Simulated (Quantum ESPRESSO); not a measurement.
## Refining one setting for LiFeF4 (I4_1/a, 12 atoms in the cell)

```
LiFeF4
1.0
   -2.44927     2.44927     5.64478
    2.44927    -2.44927     5.64478
    2.44927     2.44927    -5.64478
Li Fe F
2 2 8
Direct
  0.75000   0.25000   0.50000
  0.00000   0.00000   0.00000
  0.50000   0.50000   0.00000
  0.25000   0.75000   0.50000
  0.20124   0.69176   0.03168
  0.44176   0.91008   0.99052
  0.66008   0.16956   0.96832
  0.91956   0.45124   0.00948
  0.54876   0.55824   0.46832
  0.30824   0.33992   0.50948
  0.08992   0.08044   0.53168
  0.83044   0.79876   0.49052
```
Moments meant for the start (each program seeds them in its own way; μB, in the order of the atoms Li Li Fe Fe F F F F F F F F): 0.0 0.0 4.0 4.0 0.0 0.0 0.0 0.0 0.0 0.0 0.0 0.0.

Level of theory: LDA (PZ), GBRV 1.5 ultrasoft (LDA) pseudopotentials (plane waves; Quantum ESPRESSO).

The starting cell comes from a database of computed structures (which also holds hypothetical and non-ambient phases and stackings), without a prior relaxation at this level. Its lattice was rescaled by a random factor within 2.5 % of one. The magnetic order is the one reached from the typed start; others were not searched systematically. In the base run, with a pressure of about -8 GPa the cell is away from its equilibrium volume at this level.

Held fixed: ecutwfc = 50 Ry; ecutrho = 400 Ry; occupations = smearing; smearing = gaussian; degauss = 0.00147 Ry; nspin = 2; potentials = {Li: li_lda_v1.4.uspp.F.UPF, Fe: fe_lda_v1.5.uspp.F.UPF, F: f_lda_v1.4.uspp.F.UPF}; conv_thr = 1e-09 Ry; mixing_beta = 0.4.

ΔF is the free energy per atom less that of the last row (automatic 9 9 9 0 0 0).

| K_POINTS | ΔF (meV/atom) | pressure (GPa) | largest force (eV/Å) | gap on the mesh (eV) | size of the net moment (μB/atom) | k-points | plane waves |
|---|---|---|---|---|---|---|---|
| automatic 1 1 1 0 0 0 | 18.8 | -7.70 | 0.423 | – | 0.83 | 1 | 5457 |
| automatic 2 2 2 0 0 0 | 0.54 | -7.53 | 0.358 | 1.261 | 0.83 | 4 | 5464 |
| automatic 3 3 3 0 0 0 | 0.01 | -7.54 | 0.357 | 1.259 | 0.83 | 6 | 5488 |
| automatic 4 4 4 0 0 0 | 0.00 | -7.54 | 0.357 | 1.244 | 0.83 | 14 | 5472 |
| automatic 5 5 5 0 0 0 | 0.00 | -7.54 | 0.357 | 1.237 | 0.83 | 21 | 5480 |
| automatic 7 7 7 0 0 0 | 0.00 | -7.54 | 0.357 | 1.234 | 0.83 | 52 | 5481 |
| automatic 8 8 8 0 0 0 | 0.00 | -7.54 | 0.357 | 1.236 | 0.83 | 78 | 5483 |
| automatic 9 9 9 0 0 0 | 0.00 | -7.54 | 0.357 | 1.235 | 0.83 | 105 | 5488 |

Pressure within 0.05 GPa of the last row: from K_POINTS = automatic 2 2 2 0 0 0 on; the one before it is off by 0.16 GPa. The value it settles on is -7.54 GPa at this level of theory and with the other settings as held.

Gap on the mesh within 0.02 eV of the last row: from K_POINTS = automatic 4 4 4 0 0 0 on; the one before it is off by 0.023 eV.

Gaps are taken between levels on the mesh.
